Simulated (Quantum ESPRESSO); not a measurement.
# Equation of state of rock-salt PbSe (space group 225): energy against volume (Quantum ESPRESSO, PBE)

```
PbSe
1.0
    0.00000     3.00559     3.00559
    3.00559     0.00000     3.00559
    3.00559     3.00559     0.00000
Pb Se
1 1
Direct
  0.00000   0.00000   0.00000
  0.50000   0.50000   0.50000
```

Method of the run: PBE, PSlibrary PAW (PBE) pseudopotentials (plane waves; Quantum ESPRESSO). Settings: ecutwfc = 72 Ry; ecutrho = 432 Ry; occupations = smearing; smearing = fermi-dirac; degauss = 0.000734986 Ry; potentials = {Pb: Pb.pbe-dn-kjpaw_psl.1.0.0.UPF, Se: Se.pbe-n-kjpaw_psl.1.0.0.UPF}; K_POINTS = automatic 9 9 9 0 0 0; conv_thr = 1e-10 Ry. The cell above is the first row's. The rows scale it uniformly. In all rows fractional positions and the k mesh are held. E is the free energy at the stated smearing, counted from the lowest row.

| V (Å^3/atom) | E (meV/atom) |
|---|---|
| 27.151 | ? |
| 27.741 | 30.30 |
| 28.332 | 16.26 |
| 28.922 | 6.82 |
| 29.512 | 1.54 |
| 30.102 | 0.00 |
| 30.693 | 1.80 |
| 31.283 | 6.63 |
| 31.873 | 14.17 |

**Question.** Fit E against V with the third-order Birch-Murnaghan form, a cubic in V^(-2/3), and predict the withheld value at V = 27.151.

**Answer.** With u = V^(-2/3) - 0.1041, the rows have u = 0.0050236, 0.0035007, 0.0020324, 0.0006131, -0.0007597, -0.0020905, -0.0033772, -0.0046241. Least squares gives E = 0.423 + 1265.9·u + 924087·u² + 1585460·u³. Residuals (row less fit): -0.004, 0.013, -0.006, -0.007, 0.006, -0.001, 0.004, -0.002; standard error 0.009 (degrees of freedom: 4). Its minimum lies at u = -0.0006862, so V0 = (0.1034138)^(-3/2) = 30.07. There d²E/du² = 1842000 and d³E/du³ = 9513000, so B0 = (4/9) × 30.07^(-7/3) × 1842000 × 0.160218 = 46.6 GPa (the last factor turns the table's units into GPa), and B0' = 4 + (2/3) × 0.1034138 × (9513000)/1842000 = 4.4. The program's pressures in the fitted runs (not shown) pass through zero at V = 29.95, 0.39 % from this V0. At the withheld row, u = 0.0065988, so E = 0.423 + 1265.9 × 0.0065988 + 924087 × 0.0065988² + 1585460 × 0.0065988³ = 49.471 meV/atom. The calculation gives 49.49 meV/atom, 0.019 meV/atom above the prediction (under 0.05 % of the range of E in the table). The row lies outside the fitted rows, so this is an extrapolation. From the scatter of the fitted rows alone, a prediction at this place has a standard error of 0.026 meV/atom, so the miss is 0.7 times that.

Carrying the step between the two nearest rows on in a straight line would have given 44.32, off by 5.17; series whose last step already gives the withheld value aren't shown. The scan was laid around a cell of about the measured size, scaled by a guess for this functional. The runs keep the symmetry of the cell, so they don't test it for distortions. Spin-orbit coupling is off. Cutoffs and mesh are single choices, not tested for convergence of this quantity. Series with a scatter that would blur these digits, or in which a gap closes, are not shown. Nor are scans whose minimum lies at an end fitted in this form.
